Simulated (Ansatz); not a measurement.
The starting structures come from a database of crystals and need not be the phases stable at ambient conditions.

Evanescent states of SnSe2 (P-3m1, CdI2 type, not sure to be the ambient phase, 3 atoms a cell, 25.6 Å³ an atom) along the normal of (110)

Level of theory: r2SCAN (plane waves, PAW; Ansatz, an electronic-structure program).

No gap correction and no spin-orbit coupling; mid-gap values are interpolated between computed energies.

Energies count from the valence-band top; κ is the least over a 6×6 mesh across the current.

```json
[
 {"E (eV)": "0.03", "κ (1/Å)": "0.078", "where": "Γ"},
 {"E (eV)": "0.07", "κ (1/Å)": "0.108", "where": "off Γ"},
 {"E (eV)": "0.12", "κ (1/Å)": "0.114", "where": "off Γ"},
 {"E (eV)": "0.17", "κ (1/Å)": "0.118", "where": "Γ"},
 {"E (eV)": "0.23", "κ (1/Å)": "0.117", "where": "Γ"},
 {"E (eV)": "0.28", "κ (1/Å)": "0.116", "where": "Γ"},
 {"E (eV)": "0.33", "κ (1/Å)": "0.114", "where": "off Γ"},
 {"E (eV)": "0.38", "κ (1/Å)": "0.105", "where": "off Γ"},
 {"E (eV)": "0.42", "κ (1/Å)": "0.095", "where": "off Γ"},
 {"E (eV)": "0.47", "κ (1/Å)": "0.083", "where": "off Γ"},
 {"E (eV)": "0.53", "κ (1/Å)": "0.068", "where": "off Γ"},
 {"E (eV)": "0.57", "κ (1/Å)": "0.048", "where": "off Γ"}
]
```

### Question
How thick must the barrier be to attenuate the transmission by 10^6 when the electrodes' Fermi level lies at 0.47 eV, and what attenuation does that film give at 0.33 eV?

### Answer
d = 6 ln 10 / (2 × 0.083) = 83.2 Å. At 0.33 eV it gives 6 × 0.114/0.083 = 8.2 decades.
